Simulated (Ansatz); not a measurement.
A computed series for SiO2: response to strain

The parent structure is SiO$_{2}$ (space group P3_221, No. 154; a = 5.0221 Å, c = 5.5103 Å). Axes: x lies along a and z along c of the hexagonal cell.

Strains are applied to the cell and any free atomic positions relax; under biaxial strain the out-of-plane vector relaxes too.

Calculations: Kohn–Sham DFT with the PBE functional, run in Ansatz (a quantum-chemistry and plane-wave program) with PAW and 420 eV plane waves, without spin-orbit coupling.

Notes on the quantities. pressure: mean of the normal stresses, compression positive.

```csv
case,pressure,band gap,smallest direct gap
base,0.00 GPa,5.68 eV,6.01 eV
"biaxial strain +0.75 %, plane normal [001], relaxed out of plane",-0.38 GPa,5.64 eV,5.98 eV
"biaxial strain +2.25 %, plane normal [001], relaxed out of plane",-1.07 GPa,5.55 eV,5.89 eV
"biaxial strain +3.00 %, plane normal [001], relaxed out of plane",-1.39 GPa,5.50 eV,5.79 eV
```

No phonon test of stability was made.
